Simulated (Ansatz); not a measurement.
BN under load (space group P6_3mc), r2SCAN, rigid bands run with Ansatz (an electronic-structure program). Condition of this run: uniaxial stress along c of 36 GPa (compression positive) (the target of the relaxation). Band gap 5.91 eV, N_c = 1.29e19 cm⁻³ and N_v = 5.11e19 cm⁻³ at 300 K, conductivity masses along z (a = (2.55, 0.00, 0.00) Å; b = (-1.27, 2.21, 0.00) Å; c = (0.00, 0.00, 4.07) Å) of 0.285 mₑ (electrons) and 1.13 mₑ (holes). Take k_BT = 0.02585 eV.

### Question
Find the intrinsic carrier density and the intrinsic Fermi level.

### Answer
n_i = √(N_c N_v) exp(−E_g/2k_BT) = 2.57e19 × exp(−114.30) = 5.9e-31 cm⁻³. The level lies (k_BT/2) ln(N_v/N_c) = 18 meV from mid-gap (positive towards the conduction band). Each 0.1 eV added to the gap lowers n_i by a factor of 6.9.

### Question
A film of it is 3 nm thick, with its normal along the direction named. Estimate the confinement energies in an infinite well.

### Answer
ħ²π²/(2m t²) = 0.376 eV·nm²/(m/mₑ × t²) gives 147 meV for electrons and 37.0 meV for holes, so the gap would widen to about 6.09 eV. Finite barriers and nonparabolic bands lower this, and with several valleys or bands the heaviest mass along the normal sets the lowest level, not this average.

### Question
What thermal injection velocity √(2k_BT/πm) limits a ballistic channel along the direction named?

### Answer
1.01e7 cm/s for electrons and 5.06e6 cm/s for holes, a ratio of √(m_h/m_e) = 1.99, for dilute carriers.

Rigid bands with the computed gap; masses take one relaxation time for all states. Spin-orbit coupling is left out. Geometry: cell and atoms relaxed with PBEsol.
